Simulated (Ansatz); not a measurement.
Levels about the gap of amorphous Hf₃₆O₇₀ (106 atoms in a cell of 1491 Å³, 8.40 g/cm³; zone centre alone, so wide bands show as single levels with stretches between that a denser mesh fills), at the geometry that PBE relaxed, where it gives -2.1 GPa on a denser mesh. The participation number counts the atoms over which a state spreads; weights are charges in smoothed Voronoi cells. The levels come from a single point, so bond lengths are those of that geometry. Method of the levels: PBE, scalar-relativistic without spin-orbit coupling (Ansatz, a first-principles code). Sampling: the zone centre alone; Fermi-Dirac width 0.02 eV; no spin polarisation. The usual formal charges leave 4 electrons over, so the level spacing at the Fermi energy parts defect or band states and needn't be the band gap.

The cell was made by melting and quenching with the CHGNet potential and then relaxed with DFT. O atoms were pushed apart under 1.9 Å during the dynamics, to hinder bonds among them. The hot cell started wider than the set density and was brought back towards it in steps. It is the lowest in DFT energy of 4 quenches. It is a model cell: composition and starting density were chosen by hand, and all elements were melted together. No dispersion term was used. Its density started from a set value of 8.40 and ended at 8.40 g/cm³. Cooling (nominally 120 K/ps over its main leg) ran many orders faster than in experiment, which tends to leave more defects and strain. A cell of this size samples the disorder only roughly. The volume was held where the preparation left it and the shape relaxed, at a PBE pressure of -2.1 GPa (tension). Stress components on the final sampling reach 2.1 GPa.

```csv
"E - E(highest filled), eV",filling,participation number,largest on,weight O,weight Hf
-3.15,filled,17.8,"O, 3 neighbours",0.95,0.05
-3.14,filled,22.2,"O, 2 neighbours",0.95,0.05
-3.10,filled,24.9,"O, 3 neighbours",0.95,0.05
-3.07,filled,15.4,"O, 2 neighbours",0.95,0.05
-2.97,filled,10.5,"O, 2 neighbours",0.95,0.05
-0.11,filled,13.7,"Hf, 5 neighbours",0.38,0.62
0.00,filled,17.0,"Hf, 5 neighbours",0.39,0.61
0.99,empty,22.6,"Hf, 6 neighbours",0.40,0.60
1.12,empty,26.7,"Hf, 6 neighbours",0.36,0.64
1.13,empty,48.4,"Hf, 6 neighbours",0.46,0.54
1.19,empty,33.8,"Hf, 6 neighbours",0.37,0.63
1.27,empty,33.3,"Hf, 5 neighbours",0.36,0.64
1.30,empty,41.2,"Hf, 7 neighbours",0.39,0.61
1.32,empty,21.1,"Hf, 6 neighbours",0.37,0.63
```

Most localised among these is the filled level at -2.97 eV, on a O atom, which has 2 neighbours (Hf 1.94 Å, Hf 1.96 Å).
